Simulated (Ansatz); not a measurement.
Input and output of a self-consistent single point for NbH (Cmm2, 4 atoms in the cell) (Ansatz, a quantum-chemistry and plane-wave program).

Computed with PBEsol, default PAW files made with PBE (plane waves; Ansatz).

The change in words: lattice scaled by 0.98; basis.ecutwfc: 30.9 Ry → 74.2 Ry. Reference geometry:
```xyz
4
Lattice="1.8398 -2.3860 0.0000 1.8398 2.3860 0.0000 0.0000 0.0000 4.7898" Properties=species:S:1:pos:R:3 pbc="T T T"
Nb     1.8398    -1.1930     1.3377
Nb     1.8398     1.1930     3.5021
H      0.9199     0.0000     0.0000
H      2.7597     0.0000     0.0000
```

Reference input (self-consistent single point, DFT, PBEsol, plane waves, default PAW files made with PBE): basis.ecutwfc = 30.9 Ry; kpoints.mp_grid.grid = 11 11 7; hamiltonian.xc = pbesol; hamiltonian.pseudopotentials = {kind: paw} (the program's default PAW files); scf.occupations.method = fermi_dirac; scf.occupations.width = 0.0073 Ry. This run's input differs from it in these lines:

Ansatz 0.2 input:
```diff
@@ -3,12 +3,12 @@
   lattice:
-    - [1.839829, -2.386020, 0.000000]
-    - [1.839829, 2.386020, 0.000000]
-    - [0.000000, 0.000000, 4.789817]
+    - [1.803032, -2.338300, 0.000000]
+    - [1.803032, 2.338300, 0.000000]
+    - [0.000000, 0.000000, 4.694021]
   atoms:
-    - { symbol: Nb, position_ang: [1.839829, -1.193010, 1.337695] }
-    - { symbol: Nb, position_ang: [1.839829, 1.193010, 3.502123] }
-    - { symbol: H, position_ang: [0.919914, 0.000000, 0.000000] }
-    - { symbol: H, position_ang: [2.759743, 0.000000, 0.000000] }
+    - { symbol: Nb, position_ang: [1.803032, -1.169150, 1.310941] }
+    - { symbol: Nb, position_ang: [1.803032, 1.169150, 3.432080] }
+    - { symbol: H, position_ang: [0.901516, 0.000000, 0.000000] }
+    - { symbol: H, position_ang: [2.704548, 0.000000, 0.000000] }
 basis:
-  ecutwfc: 30.9 Ry
+  ecutwfc: 74.2 Ry
 kpoints:
```

Output, abridged:

```
SCF iter   1: F=—  HF=-9023.048311 eV  |F-HF|=—  |Δ(HF+E_count)|=         —  Δρ=6.87e-3  dr2=2.23e-2  ethr=1.77e-3  ⟨swp⟩=5.2  Hψ=11348  notcnv=0
all-band conjugate gradients solve this SCF's bands
preconditioner: auto → none
SCF iter   2: F=—  HF=-9023.044916 eV  |F-HF|=—  |Δ(HF+E_count)|=   3.39e-3  Δρ=4.11e-3  dr2=8.93e-3  ethr=7.98e-5  ⟨swp⟩=1.5  Hψ=3996  notcnv=0
SCF iter   3: F=—  HF=-9023.043115 eV  |F-HF|=—  |Δ(HF+E_count)|=   1.80e-3  Δρ=1.17e-3  dr2=1.72e-3  ethr=3.19e-5  ⟨swp⟩=2.0  Hψ=3601  notcnv=0
SCF iter   4: F=—  HF=-9023.042632 eV  |F-HF|=—  |Δ(HF+E_count)|=   4.83e-4  Δρ=2.33e-4  dr2=2.31e-5  ethr=6.16e-6  ⟨swp⟩=2.0  Hψ=3733  notcnv=0
SCF iter   5: F=—  HF=-9023.042629 eV  |F-HF|=—  |Δ(HF+E_count)|=   3.11e-6  Δρ=6.86e-5  dr2=8.04e-7  ethr=8.26e-8  ⟨swp⟩=2.6  Hψ=4765  notcnv=0
SCF iter   6: F=-9023.042629 eV  HF=-9023.042629 eV  |F-HF|=3.29e-8  |Δ(HF+E_count)|=   5.36e-7  Δρ=1.47e-5  dr2=6.62e-8  ethr=3.57e-10  ⟨swp⟩=5.2  Hψ=11453  notcnv=0
SCF 1 converged in 6 iterations: F = -9023.042629 eV  dr2 = 6.62e-8
Free energy (F): -9023.042629 eV
Internal energy: -9023.011405 eV  (E = F + TS)
E sigma→0 (E₀):  -9023.027017 eV
Entropy (-TS):   -0.031224 eV (-7.806 meV/atom)
Fermi energy:    17.236784 eV
--- Forces (eV/Å), atoms counted from 1 ---
  atom   1  Nb     0.00000000    -0.00000000    -0.85052484
  atom   2  Nb    -0.00000000     0.00000000     0.55636847
  atom   3  H     -0.00000000    -0.00000000     0.14706926
  atom   4  H     -0.00000000     0.00000000     0.14706926
--- Stress (GPa, compression-positive) ---
        4.723650       0.000000       0.000000
        0.000000       7.390378       0.000000
        0.000000       0.000000       8.444287
  P = ⅓ Tr σ = 6.8528 GPa (68.528 kbar)
  The stress holds the Pulay correction. Without it, at fixed plane waves, as pw.x and ABINIT print it: P = 6.8523 GPa
```

The run converged in 6 iterations. Against the reference run the free energy is nearly the same (within 1 meV/atom), the pressure goes from -5.15 to 6.85 GPa and the largest force goes from 0.750 to 0.851 eV/Å.

The starting cell comes from a database of computed structures (which also holds hypothetical and non-ambient phases and stackings), without a prior relaxation at this level. Its lattice was rescaled by up to half a per cent. One atom was moved a little off its site on purpose. For this run, on top of that: lattice scaled by 0.98. Spin polarisation is off. Ansatz's pressure includes its estimate of the finite-basis (Pulay) stress.
